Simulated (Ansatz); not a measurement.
Take SiC in the wurtzite structure (space group P6_3mc, No. 186) as the base.

```yaml
crystal:
  lattice:
    - [3.05640, 0.00000, 0.00000]
    - [-1.52820, 2.64692, 0.00000]
    - [0.00000, 0.00000, 5.01582]
  atoms:
    - { symbol: Si, position: [0.33333, 0.66667, 0.99959] }
    - { symbol: Si, position: [0.66667, 0.33333, 0.49959] }
    - { symbol: C, position: [0.33333, 0.66667, 0.37541] }
    - { symbol: C, position: [0.66667, 0.33333, 0.87541] }
```

Cartesian axes are those of the cell as printed.

Level of theory: LDA, PAW, 420 eV (Ansatz, a program for electronic structure; no spin-orbit coupling).

Now apply this change: uniaxial strain ε_xx = −1.20 %, all other strain components held at zero, atoms relaxed at fixed cell.

Problem. Predict the stress tensor and what it implies for the stiffness.

Solution. Stress of the strained cell less that of the base (GPa, compression positive):
```
   6.45    0.00    0.00
   0.00    1.42    0.00
   0.00    0.00    0.73
```

Then −Δσ_ii/ε with ε = -0.0120 gives relaxed-ion elastic constants: C11 ≈ 538 GPa, C12 ≈ 118 GPa and C13 ≈ 60 GPa.

Whether these cells are dynamically stable was not tested.
